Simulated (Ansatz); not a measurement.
**KI: band gap against strain**

KI (rock salt, Fm-3m, 42.978 Å³/atom at rest) under an equal strain ε in the (111) plane with the normal axis free, as in a coherent film. PBEsol in Ansatz, a plane-wave DFT program (PAW, default set), 420 eV, 8×8×8 Γ-centred mesh, Fermi-Dirac smearing 0.05 eV; ions are relaxed within the symmetry of each cell. Gaps are the smallest over the k-mesh and a band path, without spin-orbit coupling; in all rows the valence edge lies at Γ and the conduction edge at Γ.

Here s stands for strain and Eg for gap.

```
strain (%)  gap (eV)
----------  --------
0.00           3.873
0.42           3.849
0.83           3.826
1.25           3.802
2.50               ?
```

Fit Eg against s with a straight line, and predict the withheld value at s = 2.50.

Means: s 0.62500, Eg 3.8375. About the means, the sum of products is -0.049090 and the sum of squares of s is 0.86530; the slope is their ratio. Least squares gives Eg = 3.8730 - 0.05673·s. Residuals (row less fit): 0.0000, -0.0002, 0.0001, -0.0001; standard error 0.0002 (degrees of freedom: 2). Over these rows the gap moves by -5.7 ± 0.03 eV per unit strain. At the withheld row, Eg = 3.8730 - 0.05673 × 2.50 = 3.7312 eV. The calculation gives 3.730 eV, 0.0012 eV below the prediction (0.8 % of the range of Eg in the table). The row lies outside the fitted rows, so this is an extrapolation. The fitted rows scatter only by rounding.

Spin-orbit coupling is left out, which can shift this property for KI. Rows are the converged runs of the series near zero and its far end; series whose fitted rows scatter by over a few per cent of the range, as at a crossing or softening among them, aren't shown in this form. Most that stay on the fit to the last digits aren't either.
